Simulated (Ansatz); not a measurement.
The starting structures come from a database of crystals and need not be the phases stable at ambient conditions.

 Where the default PAW files enter, the runs use the earlier of Ansatz's two default sets.

Tunnelling through a barrier is set by its complex band structure: the current falls as exp(−2κd) with the smallest κ.

Here is the system:

```yaml
crystal:
  lattice:
    - [5.81566, 0.00000, 0.00000]
    - [0.00000, 7.25136, 0.00000]
    - [2.90783, 0.00000, 2.90783]
  atoms:
    - { symbol: Pb, position: [0.00000, 0.79207, 0.50000] }
    - { symbol: Pb, position: [0.50000, 0.20793, 0.50000] }
    - { symbol: Cl, position: [0.50000, 0.64584, 0.50000] }
    - { symbol: Cl, position: [0.00000, 0.35416, 0.50000] }
    - { symbol: F, position: [0.50000, 0.00000, 0.00000] }
    - { symbol: F, position: [0.00000, 0.00000, 0.00000] }
```

Space group of this cell: P4/nmm. The cell was relaxed by PBE-D3(BJ); by PBEsol its mean pressure is -1.8 GPa.

Transport runs along the normal of the first two printed cell vectors, the (110) plane of the conventional cell.

The gap is the functional's own, uncorrected, and κ follows it; spin-orbit coupling is left out. Mid-gap values are interpolated between the computed energies.

Task: State the band gap and the smallest decay constant κ at mid-gap according to PBEsol run with Ansatz (a first-principles code).

Result: Gap 3.38 eV on a 10×4×10 mesh; κ = 0.260 1/Å, at (0.000, 0.500) of the in-plane reciprocal vectors. At the zone centre, at the nearest computed energy, the slowest state has κ = 0.31 1/Å.
